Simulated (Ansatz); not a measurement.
Defect migration in bixbyite In2O3 with all lengths changed by +1 %: interstitial Cu, charge state +1. Calculation: PBE, PAW (plane waves to 420 eV; Ansatz, an electronic-structure program).

Cell of 80 host sites held at the strained lattice (strain from the relaxed PBE one, atoms relaxed); one k-point at (0.250, 0.250, 0.250); Fermi-Dirac width 0.01 eV, spin-restricted; finite-size errors left in. No zero-point or tunnelling terms. The charge state is imposed; whether it is stable for some Fermi level was not computed. Sites that were not tried may lie lower.

Barriers: single points on a 2×2×2 k-point mesh shifted by half a step at the bands' geometries.

The step: a direct jump of one Cu atom. Atoms about the jump, Cartesian Å from the middle of the jump, before and after:

```json
[
 {"atom": "Cu1", "x0": "-0.69", "y0": "0.01", "z0": "-0.68", "x1": "0.69", "y1": "-0.01", "z1": "0.68"},
 {"atom": "O2", "x0": "-0.32", "y0": "-1.08", "z0": "-2.20", "x1": "-0.19", "y1": "-0.93", "z1": "-2.21"},
 {"atom": "O3", "x0": "-0.48", "y0": "1.57", "z0": "0.35", "x1": "-0.41", "y1": "1.51", "z1": "0.31"},
 {"atom": "O4", "x0": "2.20", "y0": "-0.87", "z0": "0.24", "x1": "2.25", "y1": "-1.04", "z1": "0.47"},
 {"atom": "In5", "x0": "1.56", "y0": "0.64", "z0": "-1.34", "x1": "1.32", "y1": "0.65", "z1": "-1.57"},
 {"atom": "O6", "x0": "-2.57", "y0": "-0.48", "z0": "0.23", "x1": "-2.63", "y1": "-0.51", "z1": "0.24"},
 {"atom": "In7", "x0": "-1.89", "y0": "-2.31", "z0": "-1.23", "x1": "-1.76", "y1": "-2.10", "z1": "-1.15"},
 {"atom": "O8", "x0": "-0.25", "y0": "-3.31", "z0": "-0.18", "x1": "-0.22", "y1": "-3.30", "z1": "-0.17"},
 {"atom": "In9", "x0": "-1.51", "y0": "0.50", "z0": "1.97", "x1": "-1.63", "y1": "0.54", "z1": "1.88"},
 {"atom": "O10", "x0": "0.16", "y0": "-0.90", "z0": "2.61", "x1": "0.20", "y1": "-0.92", "z1": "2.56"},
 {"atom": "In11", "x0": "1.14", "y0": "-2.44", "z0": "1.41", "x1": "1.18", "y1": "-2.65", "z1": "1.50"},
 {"atom": "O12", "x0": "0.21", "y0": "1.86", "z0": "-2.60", "x1": "0.11", "y1": "1.93", "z1": "-2.69"}
]
```

Question: Predict the transition state.

Answer: 
```
atom      x      y      z
----  -----  -----  -----
Cu1   -0.08  -0.58  -0.13
O2    -0.25  -0.99  -2.16
O3    -0.30   1.46   0.24
O4     2.11  -0.88   0.24
In5    1.48   0.77  -1.45
O6    -2.59  -0.51   0.23
In7   -1.90  -2.22  -1.23
O8    -0.25  -3.28  -0.19
In9   -1.52   0.53   1.88
O10    0.16  -0.91   2.59
In11   1.18  -2.52   1.47
O12    0.17   1.90  -2.66
```
It lies 0.36 eV above the start and 0.36 eV above the end. The saddle point's order was not checked.
